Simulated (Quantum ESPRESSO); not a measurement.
Input and output of a self-consistent single point for HgS (Fm-3m, 2 atoms in the cell) (Quantum ESPRESSO).

Level of theory: PBEsol, GBRV 1.5 ultrasoft (PBESOL) pseudopotentials (plane waves; Quantum ESPRESSO 7.5).

The change in words: lattice scaled by 0.98; ecutrho: 200 Ry → 480 Ry. Reference geometry:
```
HgS
1.0
   -2.77681     0.00000     2.77681
    0.00000     2.77681     2.77681
   -2.77681     2.77681     0.00000
Hg S
1 1
Direct
  0.00000   0.00000   0.00000
  0.50000   0.50000   0.50000
```

Reference input (self-consistent single point, DFT, PBEsol, plane waves, GBRV 1.5 ultrasoft (PBESOL) pseudopotentials): ecutwfc = 40 Ry; ecutrho = 200 Ry; occupations = smearing; smearing = fd; degauss = 0.0073499 Ry; potentials = {Hg: hg_pbesol_v1.uspp.F.UPF, S: s_pbesol_v1.4.uspp.F.UPF}; K_POINTS = automatic 5 5 5 0 0 0; conv_thr = 1e-09 Ry. This run's input differs from it in these lines:

```diff
@@ -10,3 +10,3 @@
     ibrav = 2
-    celldm(1) = 10.494824580
+    celldm(1) = 10.284928920
     nat = 2
@@ -14,3 +14,3 @@
     ecutwfc = 40
-    ecutrho = 200
+    ecutrho = 480
     occupations = 'smearing'
```

The program printed (abridged):

```
     Self-consistent Calculation

     iteration #  1     ecut=    40.00 Ry     beta= 0.70

     Threshold (ethr) on eigenvalues was too large:
     Diagonalizing with lowered threshold

     total energy              =    -131.49862635 Ry
     estimated scf accuracy    <       0.09837251 Ry

     iteration #  2     ecut=    40.00 Ry     beta= 0.70

     total energy              =    -131.52178028 Ry
     estimated scf accuracy    <       0.09316462 Ry

     iteration #  3     ecut=    40.00 Ry     beta= 0.70

     total energy              =    -131.54192733 Ry
     estimated scf accuracy    <       0.00074379 Ry

   [... 4 blocks of this kind left out ...]

     iteration #  8     ecut=    40.00 Ry     beta= 0.70

     total energy              =    -131.54223751 Ry
     estimated scf accuracy    <          1.6E-09 Ry

     iteration #  9     ecut=    40.00 Ry     beta= 0.70
     End of self-consistent calculation

     the Fermi energy is     9.6081 ev

!    total energy              =    -131.54223751 Ry
     estimated scf accuracy    <          2.9E-11 Ry
     smearing contrib. (-TS)   =      -0.00305531 Ry
     internal energy E=F+TS    =    -131.53918221 Ry

     convergence has been achieved in   9 iterations

     Forces acting on atoms (cartesian axes, Ry/au):

     atom    1 type  1   force =     0.00000000    0.00000000    0.00000000
     atom    2 type  2   force =     0.00000000    0.00000000    0.00000000

     Total force =     0.000000     Total SCF correction =     0.000000

          total   stress  (Ry/bohr**3)                   (kbar)     P=       10.02
   0.00006814   0.00000000  -0.00000000           10.02        0.00       -0.00
   0.00000000   0.00006814  -0.00000000            0.00       10.02       -0.00
  -0.00000000   0.00000000   0.00006814           -0.00        0.00       10.02

   JOB DONE.
```

The run converged in 9 iterations. Against the reference run the free energy falls by 10.9 meV/atom and the pressure goes from -3.53 to 1.00 GPa.

The starting cell comes from a database of computed structures (which also holds hypothetical and non-ambient phases and stackings), without a prior relaxation at this level. Its lattice was rescaled by up to half a per cent. For this run, on top of that: lattice scaled by 0.98. The run gives no clean gap (levels at the Fermi energy touch, overlap or are partly filled at this smearing), which alone does not show that the compound is a metal.
